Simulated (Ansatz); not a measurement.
Here is the system:

End structure of the (111)B surface of zinc-blende CdTe, Te-terminated, 2x2 cell from a buckled start (bottom of the slab: 2 H on 4 bottom sites):

```yaml
crystal:
  lattice:
    - [9.36209, 0.00000, 0.00000]
    - [-4.68105, 8.10781, 0.00000]
    - [0.00000, 0.00000, 30.50000]
  atoms:
    - { symbol: Cd, position: [0.34651, 0.15349, 0.30747] }
    - { symbol: Cd, position: [0.83017, 0.16984, 0.34534] }
    - { symbol: Cd, position: [0.33017, 0.66984, 0.34534] }
    - { symbol: Cd, position: [0.84651, 0.65350, 0.30747] }
    - { symbol: Te, position: [0.17534, 0.32466, 0.35267] }
    - { symbol: Te, position: [0.66016, 0.33982, 0.35330] }
    - { symbol: Te, position: [0.16018, 0.83984, 0.35330] }
    - { symbol: Te, position: [0.67534, 0.82467, 0.35267] }
    - { symbol: Cd, position: [0.16667, 0.33333, 0.44725] }
    - { symbol: Cd, position: [0.66667, 0.33333, 0.44725] }
    - { symbol: Cd, position: [0.16667, 0.83333, 0.44725] }
    - { symbol: Cd, position: [0.66667, 0.83333, 0.44725] }
    - { symbol: Te, position: [0.00000, 0.00000, 0.47858] }
    - { symbol: Te, position: [0.50000, 0.00000, 0.47858] }
    - { symbol: Te, position: [0.00000, 0.50000, 0.47858] }
    - { symbol: Te, position: [0.50000, 0.50000, 0.47858] }
    - { symbol: Cd, position: [0.99966, 0.00042, 0.57290] }
    - { symbol: Cd, position: [0.50042, 0.00011, 0.57317] }
    - { symbol: Cd, position: [0.00007, 0.49993, 0.57321] }
    - { symbol: Cd, position: [0.49997, 0.50054, 0.57285] }
    - { symbol: Te, position: [0.33340, 0.16709, 0.60358] }
    - { symbol: Te, position: [0.83335, 0.16679, 0.60400] }
    - { symbol: Te, position: [0.33356, 0.66686, 0.60388] }
    - { symbol: Te, position: [0.83316, 0.66696, 0.60367] }
    - { symbol: Cd, position: [0.33520, 0.17042, 0.69913] }
    - { symbol: Cd, position: [0.83295, 0.16544, 0.69945] }
    - { symbol: Cd, position: [0.33734, 0.66680, 0.69943] }
    - { symbol: Cd, position: [0.82988, 0.66666, 0.69918] }
    - { symbol: Te, position: [0.16686, 0.33386, 0.73104] }
    - { symbol: Te, position: [0.66724, 0.33392, 0.73089] }
    - { symbol: Te, position: [0.16699, 0.83394, 0.72835] }
    - { symbol: Te, position: [0.66736, 0.83411, 0.73239] }
    - { symbol: H, position: [0.33215, 0.16789, 0.25190] }
    - { symbol: H, position: [0.83211, 0.66782, 0.25190] }
```

Slab: 34 atoms, 14.5 Å thick at the start with caps and adatoms; k 3x3x1, smearing 0.025 eV, dipole-corrected; 8 atoms held, the rest relaxed; no symmetry held; no spin (no spin-polarised run to compare, though such a face may carry moments), no spin-orbit, no U. The slab shows no gap over 0.04 eV on its mesh. In PBE it is, or lies within 0.01 eV a 1x1 cell of, the lowest of the 2 structures of its composition computed so far; larger cells were not tried.

### Question
What work function of the top face does Ansatz (a first-principles code) with PBE give?

### Answer
6.01 eV
